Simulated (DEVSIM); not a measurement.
Structure: abrupt Si n-p junction, at 350 K.

| layer (left to right) | material | thickness (μm) | Nd (cm⁻³) | Na (cm⁻³) | τn (s) | τp (s) |
|---|---|---|---|---|---|---|
| 1 | Si | 0.490 | 1.7e18 | - | 1.2e-5 | 1.2e-5 |
| 2 | Si | 3.70 | - | 1.5e14 | 1.2e-5 | 1.2e-5 |

Left contact: ohmic. Right contact: ohmic. Voltage is applied to the left contact. Recombination: SRH at mid-gap, Auger. Mobility is μmin + (μ − μmin)/(1 + (N/Nref)^α).

This is a model device: material constants are rounded textbook-type values typed into the input, and sizes, dopings and lifetimes were drawn at random. Values at 300 K; Nc and Nv go as T^1.5, mobilities as T to minus their exponent, the gap by Varshni's rule with the affinity fixed.

```
parameter               Si
----------------  --------
gap (eV)             1.124
affinity (eV)         4.05
permittivity          11.7
Nc (cm⁻³)          2.86e19
Nv (cm⁻³)           3.1e19
μn (cm²/Vs)           1417
μp (cm²/Vs)            470
μn,min                  52
μp,min                  45
Nref,n              9.7e16
Nref,p              2.2e17
αn                    0.68
αp                    0.72
T exponent of μn       2.3
T exponent of μp       2.2
Cn (cm⁶/s)         2.8e-31
Cp (cm⁶/s)         9.9e-32
Varshni α (eV/K)  0.000473
Varshni β (K)          636
```

Model (solved in DEVSIM): 1D drift-diffusion, Boltzmann statistics, complete ionisation; no tunnelling, impact ionisation, image-force lowering or self-heating.

Q: Give the dark forward current.

A: 
(V (V), J (A/cm²)): (-0.05, -0.00010); (-0.10, -0.00060); (-0.15, -0.0030); (-0.20, -0.015); (-0.30, -0.32); (-0.35, -1.3); (-0.40, -4.4); (-0.45, -13); (-0.50, -34); (-0.55, -84); (-0.65, -440); (-0.70, -910); (-0.75, -1600); (-0.80, -2400)
